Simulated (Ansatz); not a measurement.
## A series of runs on Sc2HgSe4 (Fd-3m, 14 atoms in the cell)

```
Sc2HgSe4
1.0
    0.00000     5.58797     5.58797
    5.58797     0.00000     5.58797
    5.58797     5.58797     0.00000
Sc Hg Se
4 2 8
Direct
  0.12500   0.12500   0.12500
  0.62500   0.12500   0.12500
  0.12500   0.62500   0.12500
  0.12500   0.12500   0.62500
  0.75000   0.75000   0.75000
  0.50000   0.50000   0.50000
  0.36260   0.36260   0.36260
  0.91220   0.36260   0.36260
  0.36260   0.91220   0.36260
  0.36260   0.36260   0.91220
  0.88740   0.88740   0.88740
  0.33780   0.88740   0.88740
  0.88740   0.33780   0.88740
  0.88740   0.88740   0.33780
```

Base run A: PBEsol, default PAW files made with PBE in Ansatz (an electronic-structure program), self-consistent single point.

Its settings: kpoints.mp_grid.grid = 5 5 5; hamiltonian.xc = pbesol; hamiltonian.pseudopotentials = {kind: paw} (the program's default PAW files); scf.occupations.method = fermi_dirac; scf.occupations.width = 0.1 eV.

The starting cell was generated: these elements placed on a structure prototype, without a prior relaxation; it need not be a known phase or ordering of this composition. Its lattice was rescaled by a random factor within 2.5 % of one. Ansatz's pressure includes its estimate of the finite-basis (Pulay) stress.

ΔF is the free energy per atom less that of run A. 

Run A gave: pressure (GPa) 0.81; largest force (eV/Å) 0.485; TS (meV/atom) 1.4.

Runs:
- B: scf.occupations.method, scf.occupations.width = gaussian, 0.05 eV
- C: scf.occupations.method, scf.occupations.width = gaussian, 0.3 eV
- D: scf.occupations.method, scf.occupations.width = fermi_dirac, 0.05 eV
- E: scf.occupations.method, scf.occupations.width = fermi_dirac, 0.2 eV
- F: scf.occupations.method, scf.occupations.width = methfessel_paxton, 0.05 eV
- G: scf.occupations.method, scf.occupations.width = methfessel_paxton, 0.1 eV
- H: scf.occupations.method, scf.occupations.width = cold, 0.05 eV
- I: scf.occupations.method, scf.occupations.width = cold, 0.2 eV
- J: scf.occupations.method, scf.occupations.width = tetrahedron, default

### Question
What does run I change against A?

### Answer
The free energy rises by 1.1 meV/atom, the pressure stays at 0.81 GPa and the largest force moves little (0.485 to 0.489 eV/Å).

### Question
What does run E change against A?

### Answer
The free energy drops by 3.2 meV/atom, the pressure stays at 0.81 GPa and the largest force hardly changes (0.485 to 0.476 eV/Å).

| run | ΔF (meV/atom) | pressure (GPa) | largest force (eV/Å) | TS (meV/atom) |
|---|---|---|---|---|
| A | 0.00 | 0.81 | 0.485 | 1.4 |
| B | 0.53 | 0.82 | 0.487 | 0.0 |
| C | -0.18 | 0.81 | 0.484 | 1.9 |
| D | 0.43 | 0.82 | 0.487 | 0.2 |
| E | -3.2 | 0.81 | 0.476 | 11.3 |
| F | 0.55 | 0.82 | 0.487 | 0.0 |
| G | 0.57 | 0.82 | 0.487 | -0.1 |
| H | 0.55 | 0.82 | 0.487 | 0.0 |
| I | 1.13 | 0.81 | 0.489 | -1.3 |
| J | 0.57 | 0.82 | 0.487 | 0.0 |

Keys are those of Ansatz 0.2.
